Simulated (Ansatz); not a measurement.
Start from a 12-atom supercell of Rh in the fcc (Cu type) structure (space group Fm-3m, No. 225) at its relaxed geometry.

```yaml
crystal:
  lattice:
    - [0.00000, 3.80012, 3.80012]
    - [3.80012, -3.80012, 3.80012]
    - [3.80012, 3.80012, 0.00000]
  atoms:
    - { symbol: Rh, position: [0.00000, 0.00000, 0.00000] }
    - { symbol: Rh, position: [0.00000, 0.00000, 0.50000] }
    - { symbol: Rh, position: [0.16667, 0.33333, 0.16667] }
    - { symbol: Rh, position: [0.16667, 0.33333, 0.66667] }
    - { symbol: Rh, position: [0.33333, 0.66667, 0.33333] }
    - { symbol: Rh, position: [0.33333, 0.66667, 0.83333] }
    - { symbol: Rh, position: [0.50000, 0.00000, 0.00000] }
    - { symbol: Rh, position: [0.50000, 0.00000, 0.50000] }
    - { symbol: Rh, position: [0.66667, 0.33333, 0.16667] }
    - { symbol: Rh, position: [0.66667, 0.33333, 0.66667] }
    - { symbol: Rh, position: [0.83333, 0.66667, 0.33333] }
    - { symbol: Rh, position: [0.83333, 0.66667, 0.83333] }
```

Calculations: plane-wave PAW DFT at the r2SCAN level (Ansatz, a quantum-chemistry and plane-wave program, 500 eV), no spin-orbit coupling, earlier PAW set.

Before the change:

| Property | Result |
|---|---|
| Pressure | 0.0 GPa |

It is then changed as follows: one Li atom is added in an open site, starting 1.90 Å from the nearest host atom, atoms relaxed at fixed cell, starting from a slightly rattled geometry.

Question: How does this affect the final site of the added atom?

Answer: The final site of the added atom is 6 Rh at 2.05 Å (octahedral).

Question: What does the calculation give for the pressure after the change?

Answer: The pressure goes from zero to 18.4 GPa.

Question: What happens to the largest displacement of a host atom from its site in the perfect cell?

Answer: The largest displacement of a host atom from its site in the perfect cell is 0.15 Å.

The cell is small, so the values are those of an ordered compound at a high defect concentration; dilute-limit values will differ. The final runs are not spin-polarised. An odd electron count without spin: LiRh12. The defect cell is not spin-polarised.
